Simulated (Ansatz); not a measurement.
Consider Cu3N (space group Pm-3m, No. 221; a = 3.8269 Å). Axes: x, y, z lie along the cube axes.

Method: Ansatz (a quantum-chemistry and plane-wave program) PBE, scalar-relativistic without spin-orbit coupling.

Before the change:

| Property | Result |
|---|---|
| Band gap | 0.22 eV |
| Pressure | 0.0 GPa |

One thing is altered: tensile biaxial strain of 4.80 % in the plane normal to [111], as in epitaxy on a mismatched substrate; the out-of-plane cell vector and the atoms relax.

### Question
Estimate the effect on the band gap, energy relative to the base and pressure.

### Answer
The band gap goes from 0.22 eV to zero; the energy increases by 17 meV/atom; the pressure (mean of the normal stresses, compression positive) goes from zero to -2.6 GPa.

Whether these cells are dynamically stable was not tested. The final runs are not spin-polarised. Gaps under 0.05 eV, about the width of the smearing, are given as zero. The zero or small gap of Cu3N can change with the level of theory.
